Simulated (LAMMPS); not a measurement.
Surface tension of liquid FeAl over temperature.

Method: classical MD, pair style eam/fs, file AlFe_mm.eam.fs; code LAMMPS.

```csv
T (K),surface tension,excess energy
1550,0.50 ± 0.04 N/m,0.55 J/m²
1780,0.46 ± 0.02 N/m,0.51 J/m²
2090,0.40 ± 0.03 N/m,0.54 J/m²
```

Caution: the potential EAM-type AlFe_mm.eam.fs is made for dilute Fe in Al.

The ± values are statistical; the model's systematic error is not in them.
